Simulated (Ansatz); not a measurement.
Ag: response to strain

Take Ag in the fcc (Cu type) structure (space group Fm-3m, No. 225; a = 4.104 Å; relaxed with 0.1 eV smearing) as the base.

Strains are applied to the cell and any free atomic positions relax.

Level of theory: r2SCAN (Ansatz, a first-principles code; PAW; 500 eV plane waves; without spin-orbit coupling).

Notes on the quantities. energy relative to the base: free energy F.

```csv
isotropic strain (%),energy relative to the base (meV/atom)
-3,52.0
-2.5,35.3
-2,22.0
-1.5,?
-1,5.2
-0.5,1.3
0,0.0
```

Q: Fit ΔE = Aε² + Bε³ (ε in %) to the rows shown and predict the withheld row.

A: Least squares on the printed values gives A = 4.95 and B = -0.27 meV/atom (largest residual 0.0 meV/atom); this predicts 12.1 meV/atom, and the run gives 12.1 meV/atom, in agreement.

No phonon test of stability was made.
